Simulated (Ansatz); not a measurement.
**InSb under a change: isotropic strain −0.50 %**

The parent structure is InSb in the zinc blende structure (space group F-43m, No. 216; a = 6.6351 Å).

Modification: every lattice vector is shortened by 0.50 %, atoms relaxed at fixed cell.

Method: Ansatz (a first-principles code), PBE, PAW, cutoff 420 eV, scalar-relativistic without spin-orbit coupling. k-mesh 12×12×12 (Γ-centred); smearing 0.05 eV (Fermi–Dirac).

Shortest interatomic distance: 2.859 Å (base 2.873 Å)
Energy relative to the base (free energy F): +1.0 meV/atom
Pressure: 0.6 GPa (base 0.0 GPa)
Band gap: zero (base zero)

Cost of the whole job for the changed cell (relaxation, final SCF and bands): around 18 core-seconds (rough).

With Sb present, leaving out spin-orbit coupling can change the band edges. No phonon test of stability was made. All final runs are without spin polarisation. A zero or small gap of InSb can be the functional's error rather than a property of the material.
